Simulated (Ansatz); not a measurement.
The parent structure is ZrS2 in the fluorite structure (space group Fm-3m, No. 225; a = 6.257 Å; a hypothetical phase, not in the database extracts checked). Axes: x, y, z lie along the cube axes.

Level of theory: r2SCAN (Ansatz, a first-principles code; PAW; 500 eV plane waves; no spin-orbit coupling), earlier PAW set.

Modification: a free-standing slab of 2 layers (6 atoms, 3 a layer) is cut normal to [111], with 15 Å of vacuum and the in-plane cell held at bulk.

Problem. Estimate the effect on the change of the spacing d23 from its bulk value of 0.903 Å and excess energy per area of both faces.

Solution. The change of the spacing d23 from its bulk value of 0.903 Å amounts to -14.7 %; the excess energy per area of both faces (slab less bulk energy over the cell's area: twice a surface energy) is 0.54 J/m² (uncertain by up to 0.06 J/m²).

The excess energy carries the mismatch between the slab's and the bulk's meshes. Whether these cells are dynamically stable was not tested.
